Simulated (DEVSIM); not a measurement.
System: abrupt GaAs n-p junction, at 300 K.

```
layer (left to right)  material  thickness (μm)  Nd (cm⁻³)  Na (cm⁻³)  τn (s)  τp (s)
---------------------  --------  --------------  ---------  ---------  ------  ------
1                          GaAs            70.0     2.5e16          -  5.9e-9  5.9e-9
2                          GaAs            31.0          -     9.4e15  5.9e-9  5.9e-9
```

Left contact: ohmic. Right contact: ohmic. Voltage is applied to the left contact. Recombination: SRH at mid-gap, radiative, Auger. Mobility is constant in doping.

Constants are typed, rounded textbook-type inputs, not results; the design itself was drawn at random and stands for no fabricated device. Values at 300 K.

| parameter | GaAs |
|---|---|
| gap (eV) | 1.424 |
| affinity (eV) | 4.07 |
| permittivity | 12.9 |
| Nc (cm⁻³) | 4.7e17 |
| Nv (cm⁻³) | 9e18 |
| μn (cm²/Vs) | 8500 |
| μp (cm²/Vs) | 400 |
| B (cm³/s) | 2e-10 |
| Cn (cm⁶/s) | 1e-30 |
| Cp (cm⁶/s) | 1e-30 |

DEVSIM, 1D drift-diffusion, Boltzmann statistics, complete ionisation; no tunnelling, impact ionisation, image-force lowering or self-heating.

The doping Nd of layer 1 was swept, all else fixed.

```json
[
 {"doping Nd of layer 1 (cm^-3)": "7.5e14", "dark forward voltage at 1 A/cm² (V)": "0.977", "largest field in the device at zero bias (V/cm)": "14000", "potential step across the device at zero bias (V)": "1.080"},
 {"doping Nd of layer 1 (cm^-3)": "2.5e15", "dark forward voltage at 1 A/cm² (V)": "0.988", "largest field in the device at zero bias (V/cm)": "24000", "potential step across the device at zero bias (V)": "1.111"},
 {"doping Nd of layer 1 (cm^-3)": "7.5e15", "dark forward voltage at 1 A/cm² (V)": "0.995", "largest field in the device at zero bias (V/cm)": "36000", "potential step across the device at zero bias (V)": "1.140"},
 {"doping Nd of layer 1 (cm^-3)": "2.5e16", "dark forward voltage at 1 A/cm² (V)": "0.998", "largest field in the device at zero bias (V/cm)": "…", "potential step across the device at zero bias (V)": "1.171"},
 {"doping Nd of layer 1 (cm^-3)": "7.5e16", "dark forward voltage at 1 A/cm² (V)": "0.999", "largest field in the device at zero bias (V/cm)": "52000", "potential step across the device at zero bias (V)": "1.199"}
]
```

Q: What belongs in the gaps?

A: 
- 2.5e16, largest field in the device at zero bias (V/cm): 46000
